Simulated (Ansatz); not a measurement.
Consider this model of amorphous In24O39Lu2.

```xyz
65
Lattice="10.1481 -0.0767 -0.2240 -0.0767 9.7689 0.1175 -0.2240 0.1175 9.5717" Properties=species:S:1:pos:R:3 pbc="T T T"
In     3.9678     7.9712     7.0011
In     9.6732     1.0394     1.6985
In     8.8951     7.7799     3.4411
In     2.6166     9.4140     1.1367
In     2.9654     1.0858     7.2179
In     9.2480     4.1675     2.1821
In     7.4677     5.3027     9.1014
In     5.0339     8.6183     3.3054
In     3.2538     4.5568     7.1996
In     4.4026     6.5809     0.6882
In     2.8735     5.2547     3.3761
In     2.9481     2.9312     0.7427
In     9.8366     2.7462     8.0433
In     0.9342     6.0328     9.3474
In     1.8262     2.3510     3.8136
In     8.7851     1.2513     5.1619
In     4.9954     2.2663     4.7742
In     6.5045     5.5607     3.1827
In     7.3264     8.5162     0.5965
In     7.4118     4.0217     6.0909
In     6.4573     2.1998     1.8253
In     0.0306     8.7324     7.9488
In     1.6675     9.0632     4.7053
In     7.1313     7.8979     6.5223
O      3.6271     3.2745     3.1145
O      5.0021     2.6099     0.2671
O      9.2380     8.8073     1.6314
O      0.6306     7.3004     4.3325
O      5.3124     7.8883     5.4175
O      2.0568     8.8710     6.7643
O      2.9358     8.6880     3.1633
O      0.8907     4.2440     3.5999
O      1.8030     1.4108     1.9265
O      6.3804     6.7190     0.0106
O      0.1494     6.6190     7.4380
O      9.4784     5.6032     0.5870
O      4.5776     6.3385     2.8485
O      4.6061     8.6552     1.0457
O      1.5822     4.0275     8.4492
O      6.9017     7.6972     2.7145
O      7.3002     0.8507     0.3986
O      7.6054     3.3804     8.1925
O      8.4486     8.8572     5.2255
O      4.7461     9.7898     7.7076
O      9.9232     2.7648     0.5616
O      8.0541     8.6612     8.2202
O      8.4026     2.2304     3.0189
O      4.3823     2.8656     6.9340
O      6.8774     1.8390     5.9944
O      9.4835     3.5022     5.9796
O      8.5542     5.5930     3.8851
O      3.6072     6.3386     8.2127
O      1.2670     8.1457     9.5964
O     -0.1031     1.0077     7.2099
O      7.2198     5.8813     7.0245
O      2.2251     1.3085     9.0746
O      5.9205     4.1883     4.6504
O      2.4909     5.3963     5.4866
O      7.1049     4.2842     1.5751
O      0.3379     0.8352     4.1446
O      5.6244     0.9320     3.2786
O      2.7095     5.2071     1.1471
O      3.0542     1.2595     5.1309
Lu     6.0130     1.7626     8.2097
Lu     0.2838     5.5418     5.5464
```

All values below come from PBE, scalar-relativistic without spin-orbit coupling (plane waves to 420 eV, PAW; Ansatz, a quantum-chemistry and plane-wave program).

Preparation: random packing, a CHGNet melt and quench, and a DFT relaxation. O atoms were pushed apart under 1.9 Å during the dynamics, to hinder bonds among them. The hot cell started wider than the set density and was brought back towards it in steps. It is the lowest in DFT energy of 2 quenches. It is a model cell: composition and starting density were chosen by hand, and all elements were melted together. No dispersion term was used. Its density started from a set value of 6.73 and ended at 6.53 g/cm³. The simulated quench (nominally 280 K/ps over its main leg) is rapid and tends to freeze in more defects than a deposited or slowly cooled glass has. One small periodic cell is one sample of the glass; other quenches scatter about these values. Volume and shape were free in the relaxation.

Neighbours within In-In 3.12 Å, In-O 2.58 Å, In-Lu 3.62 Å, O-O 1.58 Å, O-Lu 2.78 Å, Lu-Lu 4.11 Å count as bonded. Two cations that share two anions don't count as bonded, nor two that share one unless they lie closer than In-In 3.04 Å, In-Lu 3.52 Å, Lu-Lu 4.00 Å.

**Question.** Give the coordination numbers, mean bond lengths and angles.

**Answer.** 
```json
{
  "Mean coordination of In by anions": "5.08 (3 with 4, 16 with 5, 5 with 6); 1 close contacts or bonds to cations besides",
  "Mean coordination of O": "3.44 (22 with 3, 17 with 4)",
  "Mean coordination of Lu by anions": "6.00 (2 with 6); 1 close contacts or bonds to cations besides",
  "Mean In-O bond": "2.179 Å (spread 0.096 Å, 122 counted)",
  "Mean O-Lu bond": "2.273 Å (spread 0.082 Å, 12 counted)",
  "Bond angle at In": "mean 105.2°, spread 26.7°",
  "Bond angle at O": "mean 111.6°, spread 15.9°",
  "Bond angle at Lu": "mean 101.7°, spread 31.3°"
}
```

**Question.** List the pairs of like atoms that count as bonded by the rules above.

**Answer.** There are none by these rules.
